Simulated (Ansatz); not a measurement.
# Several settings converged on TiCd (P4mm, 4 atoms in the cell)

```yaml
crystal:
  lattice:
    - [2.90254, 0.00000, 0.00000]
    - [0.00000, 2.90254, 0.00000]
    - [0.00000, 0.00000, 9.05925]
  atoms:
    - { symbol: Ti, position: [0.00000, 0.50000, 0.39679] }
    - { symbol: Ti, position: [0.50000, 0.00000, 0.60873] }
    - { symbol: Cd, position: [0.00000, 0.50000, 0.86667] }
    - { symbol: Cd, position: [0.50000, 0.00000, 0.13333] }
```

Base method: PBEsol, default PAW files made with PBE (plane waves; Ansatz, an electronic-structure program).

Base settings: basis.ecutwfc = 420 eV; kpoints.mp_grid.grid = 11 11 4; hamiltonian.xc = pbesol; hamiltonian.pseudopotentials = {kind: paw} (the program's default PAW files); scf.occupations.method = fermi_dirac; scf.occupations.width = 0.1 eV.

The count of work is k-points × plane waves × bands × iterations; it is no time. Core times come from one kind of shared machine, to one figure; runs under 30 s give none.

**The width of Fermi-Dirac smearing**

In this ladder: kpoints.mp_grid.grid = 18 18 7.

Narrow widths need finer meshes than wide ones, so the last steps can hold mesh noise.

Only quantities that move along the ladder and can be compared are tabulated; pressure and forces are left out, as mesh noise rules them at narrow widths.

| scf.occupations.width | free energy less the last step's (meV/atom) | energy extrapolated to zero width less the last step's (meV/atom) | core time / last (rough) |
|---|---|---|---|
| 1 eV | -1391.41 | -55.70 | 1 |
| 0.5 eV | -334.26 | 29.73 | 0.9 |
| 0.3 eV | -105.08 | 14.58 | 0.9 |
| 0.2 eV | -40.68 | 5.06 | 0.7 |
| 0.1 eV | -7.23 | 0.62 | 0.9 |
| 0.05 eV | 0.00 | 0.00 | 1 |

Widest scf.occupations.width that holds the energy extrapolated to zero width within 2 meV/atom of the last step, with all finer ones: 0.1 eV; the step before is off by 5.1 meV/atom.

Widest scf.occupations.width that holds the free energy within 5 meV/atom: not settled: the last two steps still differ by 7.2 meV/atom, over half the tolerance, so the ladder does not show it.

The extrapolation to zero width removes most of the smearing's effect on the energy.

**The width of Methfessel-Paxton smearing**

In this ladder: kpoints.mp_grid.grid = 18 18 7; scf.occupations.method = methfessel_paxton.

Narrow widths need finer meshes than wide ones, so the last steps can hold mesh noise.

Only quantities that move along the ladder and can be compared are tabulated; pressure and forces are left out, as mesh noise rules them at narrow widths.

| scf.occupations.width | free energy less the last step's (meV/atom) |
|---|---|
| 0.5 eV | 4.98 |
| 0.3 eV | 1.24 |
| 0.2 eV | 0.45 |
| 0.1 eV | 0.08 |
| 0.05 eV | 0.00 |

Widest scf.occupations.width that holds the free energy within 0.5 meV/atom of the last step, with all finer ones: 0.2 eV; the step before is off by 1.2 meV/atom.

**The mesh under tetrahedron occupations**

In this ladder: scf.occupations.method = tetrahedron; scf.occupations.width = default.

Only quantities that move along the ladder and can be compared are tabulated.

| kpoints.mp_grid.grid | free energy less the last step's (meV/atom) | pressure (GPa) | largest difference of a force vector from the last step's (eV/Å) | count of work / last | core time / last (rough) |
|---|---|---|---|---|---|
| 5 5 2 | 16.80 | -3.70 | 0.058 | 0.023 | – |
| 6 6 2 | 8.95 | -3.81 | 0.086 | 0.035 | – |
| 7 7 3 | -2.38 | -3.84 | 0.029 | 0.039 | – |
| 9 9 3 | 0.14 | -3.83 | 0.130 | 0.057 | – |
| 11 11 4 | 3.13 | -3.84 | 0.075 | 0.11 | – |
| 14 14 5 | 1.49 | -3.85 | 0.047 | 0.21 | 0.2 |
| 17 17 6 | 0.54 | -3.85 | 0.020 | 0.34 | 0.3 |
| 21 21 7 | -0.06 | -3.84 | 0.004 | 0.50 | 0.7 |
| 26 26 9 | 0.00 | -3.85 | 0.000 | 1.0 | 1 |

Coarsest kpoints.mp_grid.grid that holds the pressure within 0.05 GPa of the last step, with all finer ones: 6 6 2, at 0.035 of the last step's count of work; the step before is off by 0.15 GPa.

Coarsest kpoints.mp_grid.grid that holds the forces within 0.01 eV/Å of the last step, with all finer ones: 21 21 7; the step before is off by 0.020 eV/Å.

Coarsest kpoints.mp_grid.grid that holds the free energy within 1 meV/atom of the last step, with all finer ones: 17 17 6, at 0.34 of the last step's count of work and about 0.3 of the last step's time; the step before is off by 1.5 meV/atom.

On the base run: the starting cell comes from a database of computed structures (which also holds hypothetical and non-ambient phases and stackings), without a prior relaxation at this level. Its lattice was rescaled by up to half a per cent. One atom was moved a little off its site on purpose. Spin polarisation is off. In the base run, with a pressure of about -4 GPa the cell is away from its equilibrium volume at this level. Ansatz's pressure includes its estimate of the finite-basis (Pulay) stress.

Left out of this page: 4 runs of the series outside the window shown, repeating another row's setting, or not comparable; 1 run of the series unsound by tests on forces, stress, charge or solver warnings.

Keys are those of Ansatz 0.2.
